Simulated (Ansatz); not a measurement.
## L1₂ (Cu3Au-type) Pt3Ti: elastic constant C44 by level of theory

No measured value is used here.

```json
[
 {"level (code)": "LDA (Ansatz)", "value (GPa)": "163", "cell (Å³/atom)": "14.53"},
 {"level (code)": "PBE (Ansatz)", "value (GPa)": "137", "cell (Å³/atom)": "15.38"},
 {"level (code)": "PBEsol (Ansatz)", "value (GPa)": "156", "cell (Å³/atom)": "14.82"},
 {"level (code)": "r²SCAN (Ansatz)", "value (GPa)": "147", "cell (Å³/atom)": "15.07"}
]
```

Density-functional levels without +SOC have no spin–orbit coupling. Each level is taken at its own relaxed cell. Cutoffs differ between the levels. Ansatz's density-functional and Hartree–Fock values are scalar-relativistic unless marked +SOC, with PAW data made under PBE.

Ansatz is a first-principles code.
